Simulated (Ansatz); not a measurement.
# NaI under a change: isotropic strain +1.00 %

The reference is NaI in the rock salt structure (space group Fm-3m, No. 225; a = 6.402 Å).

The change: every lattice vector is stretched by 1.00 %, atoms relaxed at fixed cell.

Calculations: DFT with PBEsol, PAW potentials and a 420 eV plane-wave cutoff in Ansatz (a quantum-chemistry and plane-wave program), without spin-orbit coupling. Γ-centred 9×9×9 mesh, Fermi–Dirac width 0.05 eV.

The volume per atom goes up by 0.99 Å³ to 33.79 Å³ and the space group stays Fm-3m (No. 225). The shortest interatomic distance increases by 0.032 Å to 3.233 Å and the energy grows by 1.5 meV/atom. The pressure drops by 0.48 GPa (0.01 GPa → -0.47 GPa) and the band gap drops by 0.08 eV, from 3.60 eV to 3.52 eV. The gap character remains direct at Γ and the mean gap deformation potential ΔEg/Δln V amounts to -2.6 eV. The width of the top valence band shrinks by 0.05 eV (1.00 eV → 0.95 eV) and the electron mass is still 0.26 mₑ (at Γ). The valley order (the lowest conduction-band minima on the path, energy above the VBM, named in the base's zone) becomes Γ 3.52 eV; X along ⟨100⟩ 4.45 eV; L along ⟨111⟩ 4.96 eV (base: Γ 3.60 eV; X along ⟨100⟩ 4.47 eV; L along ⟨111⟩ 4.96 eV).

Final structure:

```
NaI
1.0
    0.00000     3.23306     3.23306
    3.23306     0.00000     3.23306
    3.23306     3.23306     0.00000
Na I
1 1
Direct
  0.00000   0.00000   0.00000
  0.50000   0.50000   0.50000
```

With I present, leaving out spin-orbit coupling can change the band edges. Effective masses come from finite differences of ±0.01 Å⁻¹. No phonon test of stability was made.
